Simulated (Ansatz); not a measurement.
Start from GaN (space group P6_422, No. 181; a = 3.164 Å, c = 7.439 Å; a hypothetical phase, not in the database extracts checked).

Calculations: PBE (Ansatz, an electronic-structure program; PAW; 420 eV plane waves; no spin-orbit coupling).

For the base:

* **Gap between the host's bands**: 1.20 eV
* **Gap character**: direct at Γ

Perturbation: 1.29 electrons added to each cell, a density of 2.0×10^22 cm⁻³, with a uniform compensating background at fixed cell and a 300 K Fermi–Dirac width.

### Question
Estimate the effect on the gap between the host's bands.

### Answer
The gap between the host's bands drops by 0.14 eV (1.20 eV → 1.06 eV).

### Question
How does this affect the Fermi level from band edge?

### Answer
The Fermi level relative to the doped band's edge (positive inside the band; to 0.05 eV) is +2.85 eV.

### Question
Estimate the effect on the gap character.

### Answer
The gap character is still direct at Γ.

Carriers are added with a uniform compensating background; total energy and stress of such cells depend on the potential's zero and are not compared; many-body gap narrowing is missing at this level. Whether these cells are dynamically stable was not tested. The base started in P3_121 and relaxed to P6_422 at this level.
